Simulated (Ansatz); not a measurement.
Relaxation of the outer planes of the (110) surface of bcc W in its 1x1 cell, outermost plane spacing 2.25 Å in the ideal cut.

Method: PBE (plane waves to 420 eV, PAW; Ansatz, a quantum-chemistry and plane-wave program).

Set-up: 8 atoms, 15.8 Å thick at the start; mesh 14x14x1; 0.1 eV smearing; dipole correction on; all atoms relaxed; symmetry of the start imposed; no spin, no spin-orbit, no U.

| plane | atoms | bulk spacing to the next (Å) | relaxed spacing (Å) | change (%) | rumpling (Å) |
|---|---|---|---|---|---|
| 1 | W | 2.252 | (withheld) | (withheld) | 0.00 |
| 2 | W | 2.252 | 2.261 | 0.4 | 0.00 |

Task: Some entries are withheld; supply them.

Result: 
- 1, relaxed spacing (Å): 2.170
- 1, change (%): -3.6
